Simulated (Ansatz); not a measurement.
Base system: ZnS in the wurtzite structure (space group P6_3mc, No. 186; a = 3.738 Å, c = 6.143 Å). Axes: x lies along a and z along c of the hexagonal cell.

Method: LDA, PAW, 420 eV (Ansatz, a program for electronic structure; spin-orbit coupling left out).

Base values:

The pressure is 0.00 GPa.

Modification: the cell is stretched by 2.40 % along x with no lateral relaxation; the atoms relax in the strained cell.

**Question.** Predict the new energy relative to the base and pressure.

**Answer.** The energy rises by 4.5 meV/atom; the pressure (mean of the normal stresses, compression positive) goes from zero to -1.92 GPa.

Stability against distortions was not tested.
